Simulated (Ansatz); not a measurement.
The parent structure is Te (space group P3_121, No. 152; a = 4.5211 Å, c = 5.9549 Å; made of chains). Axes: x lies along a and z along c of the hexagonal cell.

Level of theory: Ansatz (a first-principles code), PBE, PAW, cutoff 420 eV, no spin-orbit coupling, earlier PAW set.

It is then changed as follows: uniaxial strain ε_zz = +1.05 %, all other strain components held at zero; the atoms relax in the strained cell.

Problem. Predict the stress tensor and what it implies for the stiffness.

Solution. Stress of the strained cell less that of the base (GPa, compression positive):
```
  -0.20    0.00    0.00
   0.00   -0.20    0.00
   0.00    0.00   -0.66
```

Then −Δσ_ii/ε with ε = 0.0105 gives relaxed-ion elastic constants: C33 ≈ 63 GPa.

Stability against distortions was not tested. No dispersion term is included, though the crystal is made of layers, chains or molecules, so its spacings can come out too wide.
